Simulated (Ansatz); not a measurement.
Worked example: self-consistent single point of Cu₃Sn (I4mm, 4 atoms in the cell) in Ansatz (a first-principles code).

Computed with LDA (PW92), default PAW files made with PBE (plane waves; Ansatz).

```
CELL_PARAMETERS angstrom
      0.00000     3.06761     3.06761
      3.06761     0.00000     3.06761
      3.06761     3.06761     0.00000
ATOMIC_POSITIONS crystal
  Cu 0.50815 0.50815 0.49185
  Cu 0.75000 0.75000 0.75000
  Cu 0.25000 0.25000 0.25000
  Sn 0.00000 0.00000 0.00000
```

Reference input (self-consistent single point, DFT, LDA (PW92), plane waves, default PAW files made with PBE): basis.ecutwfc = 420 eV; kpoints.mp_grid.grid = 9 9 9; hamiltonian.xc = lda; hamiltonian.pseudopotentials = {kind: paw} (the program's default PAW files); scf.occupations.method = fermi_dirac; scf.occupations.width = 0.1 eV. This run's input differs from it in these lines:

Ansatz 0.2 input:
```diff
@@ -14,3 +14,3 @@
   mp_grid:
-    grid: [9, 9, 9]
+    grid: [15, 15, 15]
 hamiltonian:
@@ -21,3 +21,3 @@
   occupations:
-    method: fermi_dirac
+    method: cold
     width: 0.1
```

Output, abridged:

```
SCF iter   1: F=—  HF=-25546.320534 eV  |F-HF|=—  |Δ(HF+E_count)|=         —  Δρ=1.74e-2  dr2=7.62e-2  ethr=1.77e-3  ⟨swp⟩=6.2  Hψ=45731  notcnv=0  defer=74
all-band conjugate gradients solve this SCF's bands
preconditioner: auto → Kerker (q_TF=auto, 2.824 Å⁻¹)
SCF iter   2: F=—  HF=-25546.301759 eV  |F-HF|=—  |Δ(HF+E_count)|=   1.88e-2  S|Δr|=    0.00e0  Δρ=3.53e-3  dr2=3.08e-3  ethr=1.07e-4  ⟨swp⟩=2.0  Hψ=20974  notcnv=0  defer=565
   [... lines left out ...]
SCF iter   6: F=—  HF=-25546.300135 eV  |F-HF|=—  |Δ(HF+E_count)|=   2.24e-6  S|Δr|=    0.00e0  Δρ=1.40e-4  dr2=7.33e-6  ethr=2.36e-8  ⟨swp⟩=2.0  Hψ=21435  notcnv=0  defer=565
SCF iter   7: F=—  HF=-25546.300132 eV  |F-HF|=—  |Δ(HF+E_count)|=   2.13e-6  S|Δr|=    0.00e0  Δρ=2.31e-5  dr2=2.37e-7  ethr=1.03e-8  ⟨swp⟩=2.0  Hψ=19411  notcnv=0  defer=565
SCF iter   8: F=-25546.300133 eV  HF=-25546.300133 eV  |F-HF|=4.21e-8  |Δ(HF+E_count)|=   2.64e-7  S|Δr|=    0.00e0  Δρ=7.83e-6  dr2=4.75e-8  ethr=1.41e-10  ⟨swp⟩=8.6  Hψ=57092  notcnv=0
SCF 1 converged in 8 iterations: F = -25546.300133 eV  dr2 = 4.75e-8
Stability not checked (fill_not_monotonic)
Free energy (F): -25546.300133 eV
Internal energy: -25546.299180 eV  (E = F + TS)
E sigma→0 (E₀):  -25546.299815 eV
Entropy (-TS):   -0.000952 eV (-0.238 meV/atom)
Fermi energy:    15.686088 eV
--- Forces (eV/Å), atoms counted from 1 ---
  atom   1  Cu     0.00000000     0.00000000    -0.08539441
  atom   2  Cu    -0.00000000    -0.00000000     0.03213421
  atom   3  Cu     0.00000000     0.00000000     0.03213421
  atom   4  Sn    -0.00000000     0.00000000     0.02112522
--- Stress (GPa, compression-positive) ---
       -8.870314       0.000000       0.000000
        0.000000      -8.870314       0.000000
        0.000000       0.000000      -8.873144
  P = ⅓ Tr σ = -8.8713 GPa (-88.713 kbar)
  The stress holds the Pulay correction. Without it, at fixed plane waves, as pw.x and ABINIT print it: P = -8.9646 GPa
```

The run converged in 8 iterations. Against the reference run the free energy goes up by 3.6 meV/atom, the pressure moves little (-8.88 to -8.87 GPa) and the largest force hardly changes (0.086 to 0.085 eV/Å).

The starting cell comes from a database of computed structures (which also holds hypothetical and non-ambient phases and stackings), without a prior relaxation at this level. Its lattice was rescaled by up to half a per cent. One atom was moved a little off its site on purpose. Spin polarisation is off. With a pressure of about -9 GPa the cell is away from its equilibrium volume at this level. Ansatz's pressure includes its estimate of the finite-basis (Pulay) stress.

Cost on one core of a shared machine: roughly 60 s.
